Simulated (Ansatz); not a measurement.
A zone-centre phonon calculation of SiO2 (P4_2/mnm, 6 atoms in the cell) with Ansatz (an electronic-structure program).

Method of the run: PBE (plane waves, PAW; Ansatz).

```
SiO2
1.0
    4.19254     0.00000     0.00000
    0.00000     4.19254     0.00000
    0.00000     0.00000     2.67801
Si O
2 4
Direct
  0.00000   0.00000   0.00000
  0.50000   0.50000   0.50000
  0.30600   0.30600   0.00000
  0.80600   0.19400   0.50000
  0.19400   0.80600   0.50000
  0.69400   0.69400   0.00000
```

Reference input (self-consistent single point, DFT, PBE, plane waves, default PAW files): basis.ecutwfc = 30.9 Ry; kpoints.mp_grid.grid = 6 6 9; hamiltonian.xc = pbe; hamiltonian.pseudopotentials = {kind: paw} (the program's default PAW files); scf.occupations.method = fermi_dirac; scf.occupations.width = 0.0015 Ry. This run's input differs from it in these lines:

Ansatz 0.2 input:
```diff
@@ -13,3 +13,3 @@
 basis:
-  ecutwfc: 30.9 Ry
+  ecutwfc: 26.1 Ry
 kpoints:
@@ -20,7 +20,7 @@
 scf:
-  occupations: { method: fermi_dirac, width: 0.0015 Ry }
-output:
-  forces: true
-  eigenvalues: true
-  stress: true
+  occupations: { method: fixed }
+phonons:
+  method: dfpt
+  dielectric: true
+  rigid_motions: translations
```

Output, abridged:

```
SCF iter   1: F=—  HF=-3546.704397 eV  |F-HF|=—  |Δ(HF+E_count)|=         —  Δρ=6.08e-3  dr2=2.78e-3  ethr=1.77e-3  ⟨swp⟩=4.5  Hψ=16242  notcnv=0  defer=655
all-band conjugate gradients solve this SCF's bands
preconditioner: auto → none
SCF iter   2: F=—  HF=-3546.706700 eV  |F-HF|=—  |Δ(HF+E_count)|=   2.30e-3  Δρ=2.92e-3  dr2=6.87e-4  ethr=8.68e-6  ⟨swp⟩=2.1  Hψ=7710  notcnv=0  defer=656
   [... lines left out ...]
SCF iter   6: F=—  HF=-3546.707534 eV  |F-HF|=—  |Δ(HF+E_count)|=   5.31e-7  Δρ=1.80e-5  dr2=1.10e-7  ethr=2.05e-9  ⟨swp⟩=2.3  Hψ=5546  notcnv=0  defer=291
SCF iter   7: F=—  HF=-3546.707534 eV  |F-HF|=—  |Δ(HF+E_count)|=   2.85e-8  Δρ=5.64e-6  dr2=1.04e-8  ethr=3.45e-10  ⟨swp⟩=2.8  Hψ=6116  notcnv=0  defer=291
SCF iter   8: F=—  HF=-3546.707534 eV  |F-HF|=—  |Δ(HF+E_count)|=   3.49e-9  Δρ=6.72e-7  dr2=1.45e-10  ethr=3.26e-11  ⟨swp⟩=2.0  Hψ=5267  notcnv=0  defer=291
SCF iter   9: F=-3546.707534 eV  HF=-3546.707534 eV  |F-HF|=0.00e0  |Δ(HF+E_count)|=  3.27e-11  Δρ=3.57e-8  dr2=3.13e-13  ethr=1.00e-12  ⟨swp⟩=11.9  Hψ=22957  notcnv=0
SCF 1 converged in 9 iterations: F = -3546.707534 eV  dr2 = 3.13e-13
DFPT response loops at Γ: preconditioner auto → none (the input reference at scf.mixing.eps_inf says where Resta's filter doesn't serve); β = 0.50 …
Free energy (F): -3546.707534 eV
Internal energy: -3546.707534 eV  (E = F + TS)
E sigma→0 (E₀):  -3546.707534 eV
Fermi energy:    10.419367 eV
--- Phonons (Γ-DFPT): 4 representative perturbations + reference, on 164 of 324 k-points (Σ response iterations 12) ---
  k mesh reduced under 1 symmetry operation, with k and −k counted as one. Each operation leaves every solved perturbation unchanged …
  ASR residual: 6.946e-5 → 0.000e0 eV/Å²; symmetrization residual: 2.697e-6 eV/Å²
   [... lines left out ...]
  k-mesh period / interband length: 24.1 Å / 1.20 Å = 20.12 at k = (0.0000, 0.0000, 0.0000), direct gap 5.404 eV — 14 or more, which is no proof of convergence
   [... lines left out ...]
        217.56      1             0.0000
        377.30      1             0.0000
        449.70      1            31.0962
   [... 11 lines left out ...]
  optical modes at Γ + LO–TO along q̂ = [0.0000, 0.0000, 1.0000]:
      ω (cm⁻¹)  modes    IR ((D/Å)²/amu)
        217.56      1             0.0000
        377.30      1             0.0000
        449.70      2            62.1924
   [... 8 lines left out ...]
```

The run converged in 9 iterations. 

Summary of the result:
- Free energy E − TS (on the zero of these files): -3546.7075 eV
- Top of the valence band (on the code's own zero): 10.42 eV
- Gap on the k-point mesh: 5.40 eV
- Zone-centre frequencies (cm⁻¹; negative means imaginary): 0, 0, 0, 218, 377, 450, 450, 565, 565, 574, 574, 584, 647, 743, 745, 813, 813, 934
- ε∞ at this k-point mesh, which may be far from converged in small-gap cells (xx, yy, zz): 3.39, 3.39, 3.57
- Born charges at this mesh (mean of the diagonal, e): Si 3.91, Si 3.91, O -1.96, O -1.96, O -1.96, O -1.96

The starting cell has typed, rounded lattice constants, without a prior relaxation at this level. Its lattice was rescaled by up to half a per cent. The cutoff lies below the one recommended for these files. The frequencies listed for the zone centre hold no LO-TO term.

Cost on one core of a shared machine: roughly 60 s.
